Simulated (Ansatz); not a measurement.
System: interstitial O in corundum (neutral cell). Level of theory: PBE, PAW (plane waves to 420 eV; Ansatz, an electronic-structure program).

Settings: 120 host sites, the relaxed PBE lattice, the Γ point alone, smearing 0.01 eV, spin-restricted, no image-charge correction. Energies are static. The charge state is imposed; whether it is stable for some Fermi level was not computed. Sites that were not tried may lie lower.

Barriers: single points on a 2×2×2 k-point mesh shifted by half a step along c at the bands' geometries.

Relaxed starting cell (atoms counted from 1):

```
CELL_PARAMETERS angstrom
      9.61750     0.00000     0.00000
     -4.80875     8.32900     0.00000
      0.00000     0.00000    13.12510
ATOMIC_POSITIONS crystal
  Al 0.99947 0.99903 0.35284
  Al 0.99947 0.49892 0.35186
  Al 0.49967 0.99947 0.35278
  Al 0.49980 0.49860 0.35293
  Al 0.33349 0.16529 0.18771
  Al 0.33479 0.66672 0.18691
  Al 0.83239 0.16538 0.18605
  Al 0.83233 0.66492 0.18579
  Al 0.16609 0.33187 0.31501
  Al 0.16607 0.83205 0.31469
  Al 0.66684 0.33277 0.31512
  Al 0.66615 0.83237 0.31489
  Al 0.33262 0.16578 0.48184
  Al 0.33230 0.66610 0.48076
  Al 0.83272 0.16578 0.48086
  Al 0.83317 0.66598 0.48092
  O  0.34646 0.99912 0.25083
  O  0.34623 0.49885 0.25074
  O  0.84601 0.99869 0.25061
  O  0.84669 0.49879 0.24998
  O  0.15176 0.15063 0.25179
  O  0.15311 0.65200 0.24955
  O  0.65295 0.15267 0.25066
  O  0.65296 0.65178 0.25102
  O  0.31916 0.33233 0.41732
  O  0.31914 0.83274 0.41638
  O  0.81927 0.33238 0.41640
  O  0.81931 0.83252 0.41677
  O  0.16602 0.48547 0.41637
  O  0.16607 0.98557 0.41729
  O  0.66643 0.48545 0.41732
  O  0.66622 0.98562 0.41693
  O  0.01295 0.17926 0.41685
  O  0.01298 0.67927 0.41611
  O  0.51296 0.17928 0.41758
  O  0.51290 0.67920 0.41685
  O  0.00036 0.34606 0.24954
  O  0.99917 0.84522 0.25044
  O  0.50058 0.34613 0.25198
  O  0.49946 0.84730 0.25134
  Al 0.33320 0.16681 0.68626
  Al 0.33375 0.66605 0.68457
  Al 0.83098 0.16514 0.68429
  Al 0.83359 0.66660 0.68515
  Al 0.16557 0.33239 0.51869
  Al 0.16646 0.83314 0.51858
  Al 0.66575 0.33238 0.51900
  Al 0.66607 0.83246 0.51881
  Al 0.99907 0.99869 0.64765
  Al 0.99899 0.49980 0.64600
  Al 0.49862 0.99864 0.64790
  Al 0.50042 0.50110 0.64679
  Al 0.15925 0.33168 0.80932
  Al 0.16525 0.83341 0.81478
  Al 0.66801 0.32879 0.81467
  Al 0.66709 0.83272 0.81401
  O  0.17976 0.16666 0.58415
  O  0.17983 0.66688 0.58172
  O  0.67893 0.16549 0.58326
  O  0.68100 0.66577 0.58236
  O  0.48570 0.31941 0.58415
  O  0.48548 0.81927 0.58268
  O  0.98433 0.31807 0.58192
  O  0.98637 0.81925 0.58304
  O  0.15301 0.00055 0.75036
  O  0.14510 0.49780 0.74261
  O  0.65210 0.99867 0.74969
  O  0.65450 0.49697 0.74957
  O  0.99752 0.15134 0.74881
  O  0.99861 0.65352 0.74991
  O  0.49929 0.15104 0.74970
  O  0.50707 0.65540 0.74517
  O  0.34684 0.34778 0.75241
  O  0.34568 0.84441 0.75067
  O  0.84580 0.34500 0.74961
  O  0.84758 0.84700 0.74943
  O  0.33248 0.01299 0.58372
  O  0.33254 0.51254 0.58295
  O  0.83239 0.01232 0.58309
  O  0.83282 0.51276 0.58287
  Al 0.16538 0.32556 0.02439
  Al 0.16248 0.83432 0.01903
  Al 0.66710 0.33155 0.01892
  Al 0.66641 0.83340 0.01968
  Al 0.99949 0.00009 0.85263
  Al 0.99910 0.50061 0.85202
  Al 0.49990 0.99917 0.85230
  Al 0.51106 0.49673 0.85011
  Al 0.33430 0.16539 0.98167
  Al 0.33042 0.67740 0.98359
  Al 0.83380 0.16580 0.98106
  Al 0.83285 0.66620 0.98140
  Al 0.99883 0.99728 0.14941
  Al 0.00051 0.49950 0.14743
  Al 0.50029 0.99990 0.14855
  Al 0.49973 0.50006 0.14912
  O  0.01433 0.33231 0.91660
  O  0.01174 0.83506 0.91741
  O  0.51826 0.32661 0.91577
  O  0.51512 0.83572 0.91858
  O  0.29801 0.53097 0.87995
  O  0.31958 0.98651 0.91665
  O  0.82020 0.48589 0.91704
  O  0.81981 0.98612 0.91685
  O  0.48721 0.16491 0.08379
  O  0.48909 0.67338 0.08851
  O  0.98504 0.16382 0.08489
  O  0.98473 0.66559 0.08400
  O  0.33147 0.31138 0.09111
  O  0.33066 0.82081 0.08413
  O  0.83425 0.31932 0.08334
  O  0.83236 0.81840 0.08400
  O  0.17869 0.01210 0.08409
  O  0.18148 0.51316 0.08128
  O  0.68070 0.01389 0.08427
  O  0.67809 0.51198 0.08302
  O  0.16599 0.18061 0.91710
  O  0.16032 0.68456 0.91793
  O  0.66877 0.17805 0.91629
  O  0.66940 0.68143 0.91512
  O  0.36466 0.46422 0.95377
```

End state 1 differs by these moves (Å; atoms that move under 0.08 Å are left out):

| atom | element | Δx | Δy | Δz |
|---|---|---|---|---|
| 6 | Al | -0.05 | 0.04 | 0.05 |
| 40 | O | -0.04 | 0.04 | 0.08 |
| 66 | O | 0.05 | 0.00 | 0.08 |
| 72 | O | -0.06 | -0.03 | 0.06 |
| 81 | Al | -0.02 | 0.04 | -0.08 |
| 84 | Al | 0.04 | 0.11 | -0.04 |
| 88 | Al | -0.12 | 0.02 | 0.01 |
| 90 | Al | 0.04 | -0.15 | -0.10 |
| 96 | Al | 0.04 | -0.13 | 0.01 |
| 99 | O | -0.09 | 0.05 | 0.02 |
| 101 | O | 0.38 | -0.43 | 0.38 |
| 106 | O | 0.12 | 0.49 | 0.42 |
| 109 | O | -0.03 | -0.03 | -0.09 |
| 115 | O | -0.01 | 0.08 | -0.03 |
| 118 | O | 0.06 | -0.05 | -0.04 |
| 121 | O | 0.31 | 1.12 | 1.22 |

Problem. Estimate the forward and backward barriers to end state 1 that PBE, PAW returns for this input.

Solution. forward 1.06 eV, backward 1.06 eV; at the saddle point atom 121 has neighbours Al at 1.79; O at 1.70, O at 1.87 Å. The saddle point's order was not checked.
